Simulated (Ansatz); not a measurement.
# BaS3 under a change: isotropic strain −4.51 %

The parent structure is BaS$_{3}$ (space group P-42_1m, No. 113; a = 6.9239 Å, c = 4.2041 Å).

Now apply this change: the cell is scaled by 0.9549 in all directions, atoms relaxed at fixed cell.

Method: DFT with r2SCAN, PAW potentials and a 500 eV plane-wave cutoff in Ansatz (a first-principles code), no spin-orbit coupling. Γ-centred 5×5×8 mesh, Fermi–Dirac width 0.05 eV.

| quantity | base | changed | shift |
|---|---|---|---|
| space group | P-42_1m (No. 113) | P-42_1m (No. 113) | – |
| shortest interatomic distance | 207.8 pm | 205.9 pm | -1.9 pm |
| energy relative to the base (free energy F) | 0 meV/atom | +66 meV/atom | +66 meV/atom |
| band gap | 1.77 eV | 1.77 eV | 0.00 eV |
| electron mass | 2.4 mₑ along k, 0.53 mₑ across (off the special points) | 1.8 mₑ along c, 0.42 mₑ across (at Γ) | – |
| valence-band top at Γ (three highest levels, from the VBM) | 0.00, 0.00, -1.36 eV | 0.00, 0.00, -1.31 eV | – |
| largest internal atomic displacement | – | 0.054 Å | – |

Masses are band curvatures over ±0.01 Å⁻¹ around the edge. Along k means along the line from Γ to the band edge. No phonon test of stability was made.
